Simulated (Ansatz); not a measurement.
System: ZrSi2 (Cmcm, No. 63). Method: PBEsol in Ansatz (PAW).

Numerical settings: plane-wave cutoff 520 eV, 16×16×16 k mesh, Fermi–Dirac smearing 0.056 eV (set by the program), scalar-relativistic PAW data made under PBE.

Computed at the level's own relaxed cell.

Hill averages of the elastic tensor: K = 135.3 GPa, G = 103.2 GPa. Volume 16.304 Å³/atom, mean atomic mass 49.132 u.

Q: Work out the density, the sound velocities of a polycrystal and the elastic Debye temperature at this level.

A: ρ = 1.66054 × 49.132/16.304 = 5.004 g/cm³. v_l = √[(K + 4G/3)/ρ] = 7.385 km/s and v_t = √(G/ρ) = 4.541 km/s. The mean follows from 3/v_m³ = 1/v_l³ + 2/v_t³: v_m = 5.011 km/s. Θ_D = (ħ/k_B) v_m (6π²/V)^(1/3) = 76.38 K Å s/km × 5.011 × 1.5372 Å⁻¹ = 588 K, counting all atoms of the cell.

Note: the relaxation could not lower the start's symmetry, so the cell can be a saddle point above a distorted one.

Ansatz is a first-principles code.
